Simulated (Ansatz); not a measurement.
CsCl-type ScCu was calculated with PBEsol in Ansatz (plane waves, PAW).

Settings: plane-wave cutoff 520 eV, 18×18×18 k mesh, Fermi–Dirac smearing 0.05 eV, no spin polarisation, scalar-relativistic PAW data made under PBE.

Cell (relaxed at this level):

Space group Pm-3m (No. 221); a = b = c = 3.209 Å, α = β = γ = 90.00°

```tsv
atom	site	symmetry	x	y	z
Sc	1b	m-3m	0.5000	0.5000	0.5000
Cu	1a	m-3m	0.0000	0.0000	0.0000
```

Task: Give the computed bulk modulus B0.

Result: 
bulk modulus B0: 98.5 GPa

The run finds no gap.

Note: the bulk modulus is −V dP/dV from two relaxed cells at ±2 % in volume.

The computed numbers hold no vibrational or temperature effects.

Ansatz is a quantum-chemistry and plane-wave program.
